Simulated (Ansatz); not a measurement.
Start from Re in the hcp (Mg type) structure (space group P6_3/mmc, No. 194; a = 2.758 Å, c = 4.463 Å). Axes: x lies along a and z along c of the hexagonal cell.

Level of theory: r2SCAN, PAW, 500 eV (Ansatz, a program for electronic structure; spin-orbit coupling left out), earlier PAW set.

Base values:

* **Shortest interatomic distance**: 5.180 bohr

The change: a free-standing slab of 3 layers (3 atoms, 1 a layer) is cut normal to the z axis, with 15 Å of vacuum and the in-plane cell held at bulk.

How does this affect the excess energy per area of both faces?

The excess energy per area of both faces (slab less bulk energy over the cell's area: twice a surface energy) is 6.1 J/m² (uncertain by up to 0.07 J/m²).

What does the calculation give for the shortest interatomic distance after the change?

The shortest interatomic distance drops by 0.111 bohr to 5.069 bohr.

Slab and bulk use different k-meshes, which limits the precision of the excess energy. Whether these cells are dynamically stable was not tested. The final runs are not spin-polarised.
